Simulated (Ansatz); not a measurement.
Results of HSE06 (Ansatz, an electronic-structure program, PAW) for RbCdF3 (Pm-3m, No. 221, 5 atoms in the cell; start mp-6951).

Numerical settings: plane-wave cutoff 460 eV, 6×6×6 k mesh, Fermi–Dirac smearing 0.01 eV, scalar-relativistic PAW data made under PBE.

Cell (relaxed with PBEsol):

```cif
data_CdF3Rb
_chemical_formula_sum 'Rb1 Cd1 F3'
_space_group_name_H-M_alt 'P 1'
_space_group_IT_number 1
_cell_length_a 4.41106
_cell_length_b 4.41106
_cell_length_c 4.41106
_cell_angle_alpha 90.000
_cell_angle_beta 90.000
_cell_angle_gamma 90.000
loop_
_space_group_symop_operation_xyz
  'x, y, z'
loop_
_atom_site_label
_atom_site_type_symbol
_atom_site_fract_x
_atom_site_fract_y
_atom_site_fract_z
_atom_site_occupancy
Rb1 Rb 0.00000 0.00000 0.00000 1
Cd1 Cd 0.50000 0.50000 0.50000 1
F1 F 0.00000 0.50000 0.50000 1
F2 F 0.50000 0.00000 0.50000 1
F3 F 0.50000 0.50000 0.00000 1
```

Predict the band gap and smallest direct gap on the k points sampled.


* **band gap**: 5.23 eV (on the SCF k mesh)
* **smallest direct gap on the k points sampled**: 7.02 eV

Note: cell and atoms aren't relaxed at this level (pressure 1.5 GPa).

Spin–orbit coupling is not included.

A start named mp-… is a Materials Project structure, which need not be a measured phase.
